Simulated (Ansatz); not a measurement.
```yaml
crystal:
  lattice:
    - [0.00000, 3.25960, 3.25960]
    - [3.25960, 0.00000, 3.25960]
    - [3.25960, 3.25960, 0.00000]
  atoms:
    - { symbol: In, position: [0.00000, 0.00000, 0.00000] }
    - { symbol: Sb, position: [0.25000, 0.25000, 0.25000] }
```

The LDA or GGA of the relaxation leaves this crystal with little or no gap. Does r2SCAN (Ansatz, a program for electronic structure) open one on the same cell?

Yes, about 0.13 eV on the k mesh, so it isn't safe to treat it as a metal; spin-orbit coupling, left out here, can close a gap of this size with elements this heavy.

Spin-orbit coupling is left out.
